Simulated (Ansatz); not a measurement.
Input:

```
CdS
1.0
    0.00000     2.93894     2.93894
    2.93894     0.00000     2.93894
    2.93894     2.93894     0.00000
S Cd
1 1
Cartesian
  4.40840   4.40840   4.40840
  0.00000   0.00000   0.00000
```

A single point on CdSe with a change (Se → S), its geometry relaxed with r2SCAN.

Level of theory: DFT with HSE06, PAW potentials and a 420 eV plane-wave cutoff in Ansatz (a first-principles code), noncollinear with spin-orbit coupling. Settings: 6×6×6 k-points, 0.01 eV Fermi–Dirac smearing.

**Question.** Predict the band gap.

**Answer.** 2.08 eV.

**Question.** What is the computed valence-band top at Γ (three highest Kramers pairs, from the VBM)?

**Answer.** 0.00, 0.00, -0.06 eV.

Single points use the geometry relaxed with r2SCAN. Whether these cells are dynamically stable was not tested. The cell was made from CdSe by this change: Se → S.
